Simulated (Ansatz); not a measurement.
**O on the N site (wurtzite AlN host)**

Computed with PBE, PAW (plane waves to 420 eV; Ansatz, a program for electronic structure). A 3×2×2 supercell of 96 sites was used; the energies come from a 2×2×2 shifted sampling of its zone. Site at the start: the N site. Finite-size correction: monopole term and site-potential alignment. Dielectric constants: PBE linear response of the host. Host gap at this level: 4.03 eV. These values are not converged in cell size to better than tenths of an eV. Levels are measured in PBE's own, too narrow, gap. Spin–orbit coupling is left out. Each state is the lowest found from its start.

Formation energies E_f are given with the Fermi level at the valence-band maximum. Chemical conditions: Al-rich (Δμ(N) = -2.74 eV, Δμ(O) = -4.96 eV, bounded by corundum; only phases computed here count, gases as isolated molecules at 0 K); N-rich (Δμ(N) = 0.00 eV, Δμ(O) = -3.14 eV, bounded by corundum; only phases computed here count, gases as isolated molecules at 0 K). Reference phases: N: N2 molecule in a box, O: O2 molecule in a box.

```
charge         moment (μB)  largest move off a lattice site (Å)  image correction with alignment (eV)  E_f, Al-rich (eV)  E_f, N-rich (eV)
------  ------------------  -----------------------------------  ------------------------------------  -----------------  ----------------
+1      not spin-polarised                                 0.08                                  0.22              -1.84             -0.93
0*                     1.0                                 0.09                                     –                  –                 –
−1      not spin-polarised                                 0.90                                  0.19               6.35              7.27
```

* At this level the carrier isn't localised at the defect: at charge 0 electrons occupy the conduction band. Such a state is shallow or no state of the defect, and this cell gives it no level.

No other site or start that was run ended lower by more than 0.1 eV.

Flagged in the runs: a host whose relaxation on this sampling wasn't shown to rest, a strain field that reaches the edge of the cell.
